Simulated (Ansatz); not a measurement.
Ansatz (an electronic-structure program) run on CaGe₂Au₂ (I4mm, 5 atoms in the cell): self-consistent single point

Computed with LDA (PW92), default PAW files made with PBE (plane waves; Ansatz).

Input as run:

Ansatz 0.2 input:
```yaml
crystal:
  lattice:
    - [-2.218477, 2.218477, 5.122444]
    - [2.218477, -2.218477, 5.122444]
    - [2.218477, 2.218477, -5.122444]
  atoms:
    - { symbol: Ca, position_ang: [-0.000000, 0.000000, 0.049995] }
    - { symbol: Ge, position_ang: [-0.000000, 0.000000, 3.909552] }
    - { symbol: Ge, position_ang: [-0.000000, 0.000000, 6.335336] }
    - { symbol: Au, position_ang: [0.000000, 2.218477, 2.561222] }
    - { symbol: Au, position_ang: [2.218477, 0.000000, 2.561222] }
basis:
  ecutwfc: 420.0
kpoints:
  mp_grid: { grid: [5, 5, 5] }
hamiltonian:
  xc: lda
  pseudopotentials: { kind: paw }
scf:
  occupations: { method: gaussian, width: 0.1 }
output:
  forces: true
  eigenvalues: true
  stress: true
```

The program printed (abridged):

```
WARN ansatz: RAYON_NUM_THREADS=1 ignored (pool sized by the plan → 1); use --threads N
Pseudopotentials: kind: paw
Pseudopotential: Ca, paw, valence charge 10
Pseudopotential: Ge, paw, valence charge 14
Pseudopotential: Au, paw, valence charge 19
Crystal: 5 atoms, lattice volume = 100.843 Å³
Basis set: ecut = 420 eV, 1977 PW (Γ)
Bands: 46, of which v1, the nominal top of the filled ones, is band 38 counted from 1 (37 counted from 0)
Symmetry: 8 space group operations
Space group: I4mm (ITA 107), of the structure as read, at distance tolerance 4.7e-5 Å
k-points: 18 of 125 (time reversal used)
PAW frozen core: Ca, regenerated for the run's functional, and the local potential with it
PAW frozen core: Ge, regenerated for the run's functional, and the local potential with it
PAW frozen core: Au, regenerated for the run's functional, and the local potential with it
Initial density: superposition of atomic densities (neutral atoms: chi_scale 0, normalization atom), corrected by the library's trained network
Initial wavefunctions: pseudopotential atomic-orbital guess
Eigensolver: davidson
Functional: x = slater, c = lda
SCF iter   1: F=—  HF=-35936.363288 eV  |F-HF|=—  |Δ(HF+E_count)|=         —  Δρ=5.38e-3  dr2=1.29e-2  ethr=1.77e-3  ⟨swp⟩=7.3  Hψ=3344  notcnv=0  defer=5
all-band conjugate gradients solve this SCF's bands
preconditioner: auto → Resta (q_TF=auto, 2.603 Å⁻¹)
SCF iter   2: F=—  HF=-35936.360753 eV  |F-HF|=—  |Δ(HF+E_count)|=   2.54e-3  Δρ=2.57e-3  dr2=3.06e-3  ethr=1.70e-5  ⟨swp⟩=2.1  Hψ=1458  notcnv=0  defer=5
SCF iter   3: F=—  HF=-35936.360249 eV  |F-HF|=—  |Δ(HF+E_count)|=   5.03e-4  Δρ=8.30e-4  dr2=3.88e-4  ethr=4.02e-6  ⟨swp⟩=2.1  Hψ=1016  notcnv=0  defer=5
SCF iter   4: F=—  HF=-35936.360221 eV  |F-HF|=—  |Δ(HF+E_count)|=   2.79e-5  Δρ=2.08e-4  dr2=4.73e-5  ethr=5.11e-7  ⟨swp⟩=2.0  Hψ=1406  notcnv=0  defer=5
SCF iter   5: F=—  HF=-35936.360360 eV  |F-HF|=—  |Δ(HF+E_count)|=   1.39e-4  Δρ=7.25e-5  dr2=3.46e-6  ethr=6.22e-8  ⟨swp⟩=2.0  Hψ=1300  notcnv=0  defer=5
SCF iter   6: F=-35936.360361 eV  HF=-35936.360361 eV  |F-HF|=3.03e-8  |Δ(HF+E_count)|=   2.63e-7  Δρ=8.76e-6  dr2=9.87e-8  ethr=1.32e-10  ⟨swp⟩=7.4  Hψ=4025  notcnv=0
SCF 1 converged in 6 iterations: F = -35936.360361 eV  dr2 = 9.87e-8
SCF converged after 6 iterations
Free energy (F): -35936.360361 eV
Harris-Foulkes:  -35936.360361 eV  (|F-HF|=3.03e-8)
Internal energy: -35936.351187 eV  (E = F + TS)
E sigma→0 (E₀):  -35936.355774 eV
Entropy (-TS):   -0.009174 eV (-1.835 meV/atom)
Fermi energy:    13.111150 eV
--- Per-component energies (eV) ---
  E_band       = -988.632451
  E_kinetic    = 1712.283274
  E_local      = -10211.548778  (includes V_loc(G=0)·N_el)
  E_nonlocal   = 1068.772344
  E_hartree    = 4363.671743
  E_xc         = -741.331649
  E_vxc        = -853.301893  (∫ρ·V_xc dr)
  E_paw        = -23544.227038  (= ΣΔE_a)
  E_vpaw       = -1432.197792  (= ΣTr[D̂ρ^β])
  E_aug_tail   = 0.003241  (compensation charges beyond the density's cutoff)
  E_ewald      = -8589.119579
  E_core_change = 5.145254  (= ΣΔE_core)
  E_smearing   = -0.009174  (= −TS)
  E_closure    = 0.000000  (closes the sum)
  Σ components = -35936.360361   (vs F -35936.360361, Δ=0.00e0)
--- Forces (eV/Å), atoms counted from 1 ---
  atom   1  Ca    -0.00000000     0.00000000    -0.09843241
  atom   2  Ge    -0.00000000     0.00000000    -0.21982598
  atom   3  Ge     0.00000000    -0.00000000     0.24336092
  atom   4  Au     0.00000000    -0.00000000     0.03738633
  atom   5  Au    -0.00000000     0.00000000     0.03738633
  max |Σ_I F_I| component: 1.25e-4 eV/Å
--- Stress (GPa, compression-positive) ---
       -3.119275       0.000000      -0.000000
        0.000000      -3.119275       0.000000
       -0.000000       0.000000      -4.091241
  P = ⅓ Tr σ = -3.4433 GPa (-34.433 kbar)
  The stress holds the Pulay correction. Without it, at fixed plane waves, as pw.x and ABINIT print it: P = -3.4730 GPa
--- Band table (eV; the first three rows and the last of 18) ---
  k-point 0: bands = ["-93.2120", "-93.2100", "-44.5455", "-44.5455", "-44.5265", "-44.5195", "-44.5067", "-44.5067", "-27.7604", "-11.8057", "-11.7113", "-11.7113", "-11.6405", "-11.6281", "-11.6258", "-11.6137", "-11.6137", "-11.6082", "-11.5557", [...]
  k-point 1: bands = ["-93.2117", "-93.2103", "-44.5469", "-44.5311", "-44.5252", "-44.5214", "-44.5207", "-44.5055", "-27.7597", "-11.8057", "-11.7130", "-11.7120", "-11.6399", "-11.6283", "-11.6248", "-11.6151", "-11.6139", "-11.6089", "-11.5551", [...]
  k-point 2: bands = ["-93.2111", "-93.2109", "-44.5495", "-44.5447", "-44.5232", "-44.5226", "-44.5081", "-44.5032", "-27.7587", "-11.8054", "-11.7166", "-11.7133", "-11.6390", "-11.6274", "-11.6228", "-11.6177", "-11.6140", "-11.6102", "-11.5543", [...]
  k-point 17: bands = ["-93.2118", "-93.2102", "-44.5419", "-44.5418", "-44.5258", "-44.5201", "-44.5105", "-44.5104", "-27.7599", "-11.8060", "-11.7133", "-11.7123", "-11.6422", "-11.6264", "-11.6234", "-11.6136", "-11.6128", "-11.6104", [...]
```

The run converged in 6 iterations.

The starting cell comes from a database of computed structures (which also holds hypothetical and non-ambient phases and stackings), without a prior relaxation at this level. Its lattice was rescaled by up to half a per cent. One atom was moved a little off its site on purpose. Spin-orbit coupling is off. With a pressure of about -3 GPa the cell is away from its equilibrium volume at this level. Ansatz's pressure includes its estimate of the finite-basis (Pulay) stress.
